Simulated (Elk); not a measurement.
# A self-consistent single point of Cu (Fm-3m, 1 atom in the cell) with Elk

Computed with PBE, all-electron FP-LAPW, Elk's shipped species files, APW+lo basis with extra local orbitals run with Elk.

This input was run:

```
tasks
  0

xctype
  20

rgkmax
  7.5

gmaxvr
  14.0

nxlo
  2

lorbcnd
  .true.

lmaxi
  2

stype
  3

swidth
  0.00367493

scale
  4.838291207

avec
    0.0000000000    0.7071067812    0.7071067812
    0.7071067812    0.0000000000    0.7071067812
    0.7071067812    0.7071067812    0.0000000000

sppath
  './'

atoms
  1   : nspecies
  'Cu.in'   : spfname
  1   : natoms; atposl, bfcmt below
  0.0000000000  0.0000000000  0.0000000000    0.0 0.0 0.0

ngridk
  10 10 10
```

The program printed (abridged):

```
│ Elk code version 10.2.4 │

All units are atomic (Hartree, Bohr, etc.)

│ Ground-state run starting from atomic densities │

Lattice vectors :
   0.000000000       3.421188522       3.421188522
   3.421188522       0.000000000       3.421188522
   3.421188522       3.421188522       0.000000000

Unit cell volume      :    80.08681355
Brillouin zone volume :    3.097266609

Muffin-tin inner radius fraction :   0.1000000000E-01

Nuclei treated as point charges

Species :    1 (Cu)
 parameters loaded from : Cu.in
 name : copper
 nuclear charge    :   -29.00000000
 electronic charge :    29.00000000
 atomic mass :    115837.2717
 muffin-tin radius :    2.394145604
 number of radial points in muffin-tin :    497
 atomic positions (lattice), magnetic fields (Cartesian) :
   1 :   0.00000000  0.00000000  0.00000000    0.00000000  0.00000000  0.00000000

Total number of atoms per unit cell :    1

Spin treatment :
 spin-unpolarised

Number of Bravais lattice symmetries :   48
Number of crystal symmetries         :   48
Crystal has inversion symmetry
Real symmetric eigensolver will be used

k-point grid :     10    10    10
k-point offset :    0.000000000       0.000000000       0.000000000
k-point set is reduced with full crystal symmetry group
Total number of k-points :       47

Muffin-tin radius times maximum |G+k| :    7.500000000
 using average radius
Maximum |G+k| for APW functions       :    3.132641552
Maximum (1/2)|G+k|²                   :    4.906721548
Maximum |G| for potential and density :    14.00000000
 potential will be trimmed for |G| > 2 gkmax
Constant for pseudocharge density :    8
Radial integration step length :    4

G-vector grid sizes :     24    24    24
Number of G-vectors :     3719

Maximum angular momentum used for
 APW functions                      :    8
 outer part of muffin-tin           :    6
 inner part of muffin-tin           :    2

Total nuclear charge    :   -29.00000000
Total core charge       :    12.00000000
Total valence charge    :    17.00000000
Total excess charge     :    0.000000000
Total electronic charge :    29.00000000

Effective Wigner radius, rₛ :   0.8703450609

Number of empty states         :    4
Total number of valence states :   13
Total number of core states    :   12

Conduction state local-orbitals added automatically
Total number of local-orbitals :   82

Exchange-correlation functional :     20     0     0
 Perdew-Burke-Ernzerhof, Phys. Rev. Lett. 77, 3865 (1996)
 gradient requirement :    1
 generalised gradient approximation (GGA)

Smearing type :    3
 Fermi-Dirac
Smearing width :   0.3674930000E-02
Effective electronic temperature (K) :    1160.451112

Mixing type :    3
 Broyden mixing, J. Phys. A: Math. Gen. 17, L317 (1984)

Kohn-Sham potential initialised from atomic data

│ Self-consistent loop started │
│ Loop number : 1 │
 total energy                :     -1644.24689566
│ Loop number : 2 │
 total energy                :     -1644.88093382
RMS change in Kohn-Sham potential (target) :   0.4626590628     (  0.1000000000E-05)
Absolute change in total energy (target)   :   0.6340381625     (  0.1000000000E-03)
│ Loop number : 3 │
 total energy                :     -1646.75402752
RMS change in Kohn-Sham potential (target) :   0.3880062605     (  0.1000000000E-05)
Absolute change in total energy (target)   :    2.031603236     (  0.1000000000E-03)
│ Loop number : 4 │
 total energy                :     -1648.02320149
RMS change in Kohn-Sham potential (target) :   0.3317775150     (  0.1000000000E-05)
Absolute change in total energy (target)   :    1.777074777     (  0.1000000000E-03)
│ Loop number : 5 │
 total energy                :     -1651.33114757
RMS change in Kohn-Sham potential (target) :   0.1759122967     (  0.1000000000E-05)
Absolute change in total energy (target)   :    3.752214783     (  0.1000000000E-03)
│ Loop number : 6 │
 total energy                :     -1653.81454738
RMS change in Kohn-Sham potential (target) :   0.5870429343E-01 (  0.1000000000E-05)
Absolute change in total energy (target)   :    3.421453504     (  0.1000000000E-03)
│ Loop number : 7 │
 total energy                :     -1655.01763653
RMS change in Kohn-Sham potential (target) :   0.4010365478E-02 (  0.1000000000E-05)
Absolute change in total energy (target)   :    2.058452524     (  0.1000000000E-03)
│ Loop number : 8 │
 total energy                :     -1655.08429284
RMS change in Kohn-Sham potential (target) :   0.1002262961E-02 (  0.1000000000E-05)
Absolute change in total energy (target)   :   0.5812694388     (  0.1000000000E-03)
│ Loop number : 9 │
 total energy                :     -1655.09821092
RMS change in Kohn-Sham potential (target) :   0.1544679202E-03 (  0.1000000000E-05)
Absolute change in total energy (target)   :   0.1592354388     (  0.1000000000E-03)
│ Loop number : 10 │
 total energy                :     -1655.09792810
RMS change in Kohn-Sham potential (target) :   0.4747995133E-04 (  0.1000000000E-05)
Absolute change in total energy (target)   :   0.3952604734E-01 (  0.1000000000E-03)
│ Loop number : 11 │
 total energy                :     -1655.09687086
RMS change in Kohn-Sham potential (target) :   0.1997386671E-04 (  0.1000000000E-05)
Absolute change in total energy (target)   :   0.8824269852E-02 (  0.1000000000E-03)
│ Loop number : 12 │
 total energy                :     -1655.09626187
RMS change in Kohn-Sham potential (target) :   0.5552002988E-05 (  0.1000000000E-05)
Absolute change in total energy (target)   :   0.1597072883E-02 (  0.1000000000E-03)
│ Loop number : 13 │
 total energy                :     -1655.09616929
RMS change in Kohn-Sham potential (target) :   0.2639893987E-05 (  0.1000000000E-05)
Absolute change in total energy (target)   :   0.3066860468E-03 (  0.1000000000E-03)
│ Loop number : 14 │
 total energy                :     -1655.09610660
RMS change in Kohn-Sham potential (target) :   0.4555331933E-06 (  0.1000000000E-05)
Absolute change in total energy (target)   :   0.1398817881E-04 (  0.1000000000E-03)
Convergence targets achieved

│ Loop number : 15 │

Energies :
 Fermi                       :     0.241698001155
 sum of eigenvalues          :     -947.828652051
 electron kinetic            :      1683.24713182
 core electron kinetic       :      1498.68344620
 Coulomb                     :     -3270.64279260
 Coulomb potential           :     -2543.15499133
 nuclear-nuclear             :     -213.001094065
 electron-nuclear            :     -3572.12840574
 Hartree                     :      514.486707205
 Madelung                    :     -1999.06529693
 xc potential                :     -87.9207925445
 exchange                    :     -66.3176962947
 correlation                 :     -1.38213858511
 electron entropic           :    -0.598367780539E-03
 total energy                :     -1655.09609402

Density of states at Fermi energy :    13.84300442
 (states/Hartree/unit cell)

Estimated indirect band gap :   0.8526895303E-02
 from k-point     11 to k-point     37
Estimated direct band gap   :   0.6672560931E-01
 at k-point     37

Charges :
 core                        :    12.00000000
 valence                     :    17.00000000
 interstitial                :   0.7065056083
 muffin-tins (core leakage)
  species :    1 (Cu)
   atom    1                 :    28.29349439     (  0.1652769811E-03)
 total in muffin-tins        :    28.29349439
 total calculated charge     :    28.99236473
 total charge                :    29.00000000
 error                       :   0.7635271065E-02

│ Self-consistent loop stopped │
```

The run converged in 15 iterations. The count includes the last loop, which Elk runs after its targets are met.

The starting cell has typed, rounded lattice constants, without a prior relaxation at this level. Its lattice was rescaled by up to half a per cent. Spin polarisation is off. Values depend on the basis (sphere radii, cutoffs, local orbitals), which need not be converged. The log's line on a gap gives a spacing of levels on this mesh, which the program prints for metals too.
